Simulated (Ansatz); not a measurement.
Band structure of LaGePd (C2/m, 6 atoms in the cell).

```xyz
6
Lattice="5.2734 -2.2844 0.0000 5.2734 2.2844 0.0000 -5.2711 0.0000 5.5782" Properties=species:S:1:pos:R:3 pbc="T T T"
La     1.1984     0.0000     3.9383
La     4.0773     0.0000     1.6399
Ge     1.1117     0.0000     0.6177
Ge     4.1640     0.0000     4.9605
Pd     7.1232     0.0000     1.5513
Pd    -1.8475     0.0000     4.0268
```

Method of the run: PBEsol, PAW files made with PBE (plane waves; Ansatz, a quantum-chemistry and plane-wave program).

Settings: kpoints.mp_grid.grid = 5 5 3; hamiltonian.xc = pbesol; hamiltonian.pseudopotentials = {kind: paw} (the program's default PAW files); scf.occupations.method = gaussian; scf.occupations.width = 0.136 eV; kpoints.band_path.path = [[-0.5, -0.5, 0.5], [0.0, 0.0, 0.0], [0.0, 0.0, -0.5]]; kpoints.band_path.npoints = 8.

The starting cell comes from a database of computed structures (which also holds hypothetical and non-ambient phases and stackings), without a prior relaxation at this level. Spin polarisation is off.

Levels in eV from the Fermi level, bands 40 to 47:
```
point     40     41     42     43    44    45    46    47
-----  -----  -----  -----  -----  ----  ----  ----  ----
X      -1.24  -0.54  -0.52   0.01  0.32  0.97  1.39  1.79
Γ      -1.65  -1.47  -0.57  -0.51  0.21  0.82  1.03  1.95
Y      -1.71  -0.75  -0.69  -0.37  0.57  0.89  1.37  1.39
```

Bands cross the Fermi level along this path, so the cell is metallic at this level.

Keys are those of Ansatz 0.2.
